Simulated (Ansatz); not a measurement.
## SiC: point defects

Base system: an 8-atom supercell of SiC in the wurtzite structure (space group P6_3mc, No. 186; a = 3.076 Å, c = 5.048 Å) at its relaxed geometry.

One neutral defect a cell, atoms relaxed at fixed cell.

The values are results of PBEsol/PAW in Ansatz (a program for electronic structure), no SOC, earlier PAW set, not measurements.

```tsv
case	pressure	largest displacement of a host atom from its site in the perfect cell
perfect supercell	0.0 GPa	–
C vacancy	-4.7 GPa	0.18 Å
C on a Si site (antisite)	(withheld)	(withheld)
B on a C site	11.8 GPa	0.10 Å
Si vacancy, symmetric start	5.5 GPa	0.40 Å
Si on a C site (antisite), symmetric start	39.8 GPa	0.42 Å
```

Some entries are withheld; estimate them.


- C on a Si site (antisite), pressure: -23.2 GPa
- C on a Si site (antisite), largest displacement of a host atom from its site in the perfect cell: 0.25 Å

Other magnetic orders, which the real material may have, were not ruled out. The cell is small, so the values are those of an ordered compound at a high defect concentration; dilute-limit values will differ. The mesh was chosen for an insulator and is coarse for the gapless case. Defects with a symmetric start kept the site's symmetry and may sit on a saddle; the others started slightly shaken. Seeded moments were not kept for C vacancy, C on a Si site (antisite), B on a C site and Si vacancy and more.
